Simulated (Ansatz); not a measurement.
# BeS under a change: biaxial strain −3.00 %, plane normal [001], relaxed out of plane

Consider BeS in the zinc blende structure (space group F-43m, No. 216; a = 4.796 Å). Axes: x, y, z lie along the cube axes.

One thing is altered: compressive biaxial strain of 3.00 % in the plane normal to [001], as in epitaxy on a mismatched substrate; the out-of-plane cell vector and the atoms relax.

Method: plane-wave PAW DFT at the LDA level (Ansatz, a first-principles code, 420 eV), no SOC. k-mesh 12×12×12 (Γ-centred); smearing 0.05 eV (Fermi–Dirac).

```tsv
quantity	base	changed	shift
volume per atom	13.79 Å³	13.29 Å³	-0.506 Å³
space group	F-43m (No. 216)	I-4m2 (No. 119)	–
shortest interatomic distance	2.077 Å	2.053 Å	-0.024 Å
energy relative to the base (free energy F)	0 meV/atom	+15 meV/atom	+15 meV/atom
pressure (mean of the normal stresses, compression positive)	0.00 GPa	4.05 GPa	+4.057 GPa
band gap	2.82 eV	2.48 eV	-0.348 eV
gap character	–	indirect, Γ → X	–
smallest direct gap	5.49 eV	5.34 eV	-0.15 eV
electron mass	0.80 mₑ along k, 0.28 mₑ across (at X)	0.75 mₑ along k, 0.28 mₑ across (at X)	–
valence-band top at Γ (three highest levels, from the VBM)	0.00, 0.00, 0.00 eV	0.00, 0.00, -0.34 eV	–
valley order (the lowest conduction-band minima on the path, energy above the VBM, named in the base's zone)	X along ⟨100⟩ 2.82 eV	X along [010] 2.48 eV; X along [001] 2.95 eV	–
out-of-plane strain	–	+2.38 %	–
ratio −ε⊥/ε∥	–	0.79	–
mean in-plane stress (compression positive)	–	+6.1 GPa	–
```

Effective masses come from finite differences of ±0.01 Å⁻¹. Along k means along the line from Γ to the band edge. No phonon test of stability was made. Labels are those of the standard path for the cell's own space group.
